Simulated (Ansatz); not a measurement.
The parent structure is Y in the hcp (Mg type) structure (space group P6_3/mmc, No. 194; a = 3.594 Å, c = 5.610 Å; relaxed with 0.1 eV smearing).

Calculations: Ansatz (a program for electronic structure), PBEsol, PAW, cutoff 420 eV, no SOC.

Strains are applied to the cell and any free atomic positions relax.

One change was made to it. Results:

```tsv
quantity	base	after
energy relative to the base (free energy F)	0 meV/atom	+22 meV/atom
pressure (mean of the normal stresses, compression positive)	0.0 GPa	-2.8 GPa
band gap	zero	zero
```

Name the change that was made.
A. isotropic strain +0.50 %
B. isotropic strain −2.50 %
C. isotropic strain +1.00 %
D. isotropic strain +2.50 %
E. isotropic strain +1.50 %

D, isotropic strain +2.50 %. For comparison, the energy relative to the base in the other runs: isotropic strain −2.50 % gives +24 meV/atom; isotropic strain +0.50 % gives +0.9 meV/atom; isotropic strain +1.50 % gives +8.1 meV/atom; isotropic strain +1.00 % gives +3.7 meV/atom.

Whether these cells are dynamically stable was not tested. All final runs are without spin polarisation.
